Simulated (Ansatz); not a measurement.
A periodic model of amorphous Ti$_{20}$O$_{41}$Li$_{2}$:

```
Li2Ti20O41
1.0
    9.10064    -0.01072     0.26933
   -0.01072     9.15582     0.06622
    0.26933     0.06622     9.13016
Ti O Li
20 41 2
Cartesian
  8.48153   2.95509   8.25142
  2.23682   3.26563   6.46312
  6.83026   5.73252   0.34240
  7.27828   2.18635   2.54512
  0.95556   0.05033   6.91120
  4.07576   0.02836   0.62936
  1.38953   1.85907   0.85825
  3.21451   6.65188   7.72488
  1.73265   4.89040   3.21016
  6.75363   7.87636   2.85292
  6.24930   7.01759   5.68981
  1.78233   1.36055   4.19131
  3.53857   7.82417   3.39049
  1.19948   4.90773   0.28725
  7.96914   4.06742   5.45865
  0.85890   7.83095   1.02568
  5.52638   4.40376   6.99673
  6.90062   9.07957   8.00188
  1.03432   6.59987   5.67396
  5.33112   4.73066   3.21325
  3.17002   1.60611   0.84005
  7.25911   5.63756   6.44565
  3.96909   8.22678   8.37426
  3.32492   0.24550   4.16608
  5.83797   4.76811   8.81539
  2.33148   7.91581   6.44234
  5.77039   3.17609   2.35346
  1.30608   6.86932   8.70412
  8.41201   1.01591   7.74926
  2.12095   3.21686   4.49882
  8.16635   7.92725   1.69431
  5.11899   6.96904   4.16048
  8.60738   4.77700   9.06240
  1.03766   1.14808   2.53544
  1.32172   0.30559   8.91532
  3.57273   5.00996   2.94284
  3.20328   5.31857   8.99483
  5.00019   8.30653   2.06332
  7.58312   7.46116   4.44155
  6.09990   8.78987   6.33492
  0.24723   5.23593   4.51526
  1.92577   5.34099   6.65176
  1.43455   3.15845   8.39655
  0.45366   0.55181   5.06703
  5.90700   4.33532   4.90614
  4.01279   3.46953   6.82998
  8.08279   2.99137   3.97355
  2.14590   6.76428   4.10905
  6.86533   7.41473   8.69142
  4.71731   6.18525   6.70502
  6.98270   3.15313   7.05642
  1.44722   3.66801   1.75769
  6.88564   0.56259   3.23103
  8.95671   7.72583   6.85817
  8.26212   2.21693   0.97197
  2.57862   8.13868   1.79360
  0.21008   3.33536   6.30714
  0.92104   5.99136   1.89879
  5.88759   0.88763   9.01249
  2.32116   1.42781   6.44910
  6.48146   5.86927   2.17176
  7.74438   0.21628   4.93390
  3.87461   0.13034   6.25663
```

Methods: PBE, scalar-relativistic without spin-orbit coupling (Ansatz, a program for electronic structure); r2SCAN, scalar-relativistic without spin-orbit coupling (Ansatz); HSE06, scalar-relativistic without spin-orbit coupling (Ansatz). Neutral PBE cell, which sets geometry, pressure and energy: sampling: a 2×2×2 Γ-centred mesh; Fermi-Dirac width 0.02 eV; no spin polarisation. Exact exchange is cut at the faces of this 9 Å cell, which leaves hybrid gaps a finite-size error.

Preparation: random packing, a CHGNet melt and quench, and a DFT relaxation. O atoms were pushed apart under 1.9 Å during the dynamics, to hinder bonds among them. The hot cell started wider than the set density and was brought back towards it in steps. It is the lowest in DFT energy of 2 quenches. It is a model cell: composition and starting density were chosen by hand, and all elements were melted together. No dispersion term was used. Its density started from a set value of 3.56 and ended at 3.56 g/cm³. Cooling (nominally 300 K/ps over its main leg) ran many orders faster than in experiment, which tends to leave more defects and strain. One small periodic cell is one sample of the glass; other quenches scatter about these values. The volume was held where the preparation left it and the shape relaxed.

Task: Give the pressure, the energy against reference phases and the spacing of the highest filled and lowest empty levels.

Result: 
```json
{
 "Pressure on a 2×2×2 Γ-centred mesh": "3.16 GPa",
 "Largest force and stress component on that mesh (the relaxation ran on the zone centre alone)": "0.18 eV/Å and 3.2 GPa",
 "Energy relative to anatase TiO2 + Li2O (Fm-3m) (lowest mix at this level among the phases computed, not always the ambient ones)": "0.086 eV/atom",
 "Level gap on a 2×2×2 Γ-centred mesh (PBE)": "2.68 eV",
 "Level gap at the zone centre (PBE)": "2.69 eV",
 "Level gap at the zone centre (r2SCAN)": "3.04 eV",
 "Level gap at the zone centre (HSE06)": "4.26 eV",
 "Distance between the nearest levels spread over more than a fifth of the atoms or a third of the atoms of their main element (six at least) (PBE, zone centre)": "2.90 eV"
}
```

Task: At PBE and the zone centre, how localised are the states just below and above the Fermi level (participation number: the atoms over which a state spreads)?

Result: The highest filled state is spread over 16.7 atoms' worth, largest on O45, with weights by element (charge in smoothed Voronoi cells) O 0.93, Ti 0.06, Li 0.00. The lowest empty state is spread over 4.6 atoms' worth, largest on Ti1, with weights by element (charge in smoothed Voronoi cells) Ti 0.81, O 0.19, Li 0.00.

At PBE the levels at the empty edge of the gap are localised (band-tail or defect states).

Cut-offs for bonds: Ti-Ti 3.12 Å, Ti-O 2.52 Å, Ti-Li 2.99 Å, O-O 1.58 Å, O-Li 2.33 Å, Li-Li 2.86 Å. Two cations that share two anions don't count as bonded, nor two that share one unless they lie closer than Ti-Ti 3.04 Å, Ti-Li 2.91 Å, Li-Li 2.78 Å.

Added carriers, by Ansatz with PBE, scalar-relativistic without spin-orbit coupling on the zone centre alone. Charged cells keep the cell fixed and stand in a uniform background, with no image correction, at a width of 0.01 eV; where the count is odd the moment is locked at 1 μB, unless the neutral cell bore moments. Each starts from the undistorted neutral geometry alone. PBE's self-interaction favours spread-out carriers, so it can miss traps that a hybrid finds.

Task: What happens at PBE when the cell takes an extra electron and the atoms relax?

Result: Relaxation lowers the charged cell by 0.11 eV. The largest moves are O51 0.09 Å, O43 0.06 Å, O29 0.06 Å, O33 0.05 Å. The level that holds the added charge spreads over 5.4 atoms' worth, most on Ti1 (weight 0.41): a localised (trapped) carrier, which neighbours of that atom can share. No bond crosses its cut-off with a change of over 0.15 Å (metal-metal contacts aside). Made neutral again at that geometry, the cell lies +0.19 eV from the neutral start.

Task: What happens at PBE when the cell takes a hole and the atoms relax?

Result: Relaxation lowers the charged cell by 0.17 eV. The largest moves are O37 0.20 Å, O54 0.14 Å, Ti8 0.13 Å, Ti14 0.12 Å. The level that was emptied spreads over 4.4 atoms' worth, most on O37 (weight 0.34): a localised (trapped) carrier, which neighbours of that atom can share. No bond crosses its cut-off with a change of over 0.15 Å (metal-metal contacts aside). Made neutral again at that geometry, the cell lies +0.76 eV from the neutral start.
